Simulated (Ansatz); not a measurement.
Pressure series in W2C

Consider W2C (space group P-3m1, No. 164; a = 3.035 Å, c = 4.656 Å).

Cell and atoms are relaxed at each pressure.

All numbers come from PBE-D3(BJ) in Ansatz (plane waves to 420 eV, PAW, scalar-relativistic without spin-orbit coupling).

```csv
pressure (GPa),volume per atom (Å³/atom)
-2,12.456
-1,12.417
0,12.379
0.9,?
2.1,12.301
4.5,12.215
```

Problem. Fit the third-order Birch–Murnaghan form P(V) = (3B₀/2)[(V₀/V)^(7/3) − (V₀/V)^(5/3)]·[1 + (3/4)(B₀′ − 4)((V₀/V)^(2/3) − 1)] (squares taken in P) to the rows shown and predict the withheld row.

Solution. Least squares on the printed values gives V₀ = 12.379 Å³/atom, B₀ = 327 GPa, B₀′ = 4.6; this predicts 12.345 Å³/atom, and the run gives 12.346 Å³/atom, in agreement.

Load acts through the strain it causes; cell and atoms are relaxed under it. No phonon test of stability was made. The final runs are not spin-polarised.

Ansatz is a quantum-chemistry and plane-wave program.
